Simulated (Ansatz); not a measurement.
Consider the following.

```yaml
crystal:
  lattice:
    - [2.66045, 0.00000, 0.00000]
    - [0.00000, 2.66045, 0.00000]
    - [0.00000, 0.00000, 3.84193]
  atoms:
    - { symbol: Al, position: [0.50000, 0.50000, 0.50000] }
    - { symbol: Ti, position: [0.00000, 0.00000, 0.00000] }
```

No spin polarisation.

A single point on TiAl with a change (isotropic strain −4.85 %), its geometry relaxed with PBEsol.

The values are results of r2SCAN in Ansatz (plane waves to 500 eV, PAW, spin-orbit coupling left out), earlier PAW set, not measurements. Settings: 21×21×14 k-points, 0.1 eV Fermi–Dirac smearing.

What is the computed pressure?

27.6 GPa.

Estimate the band gap.

Zero.

Single points use the geometry relaxed with PBEsol. Whether these cells are dynamically stable was not tested. All final runs are without spin polarisation. The cell was made from TiAl (space group P4/mmm, No. 123) by this change: isotropic strain −4.85 %.

Ansatz is a quantum-chemistry and plane-wave program.
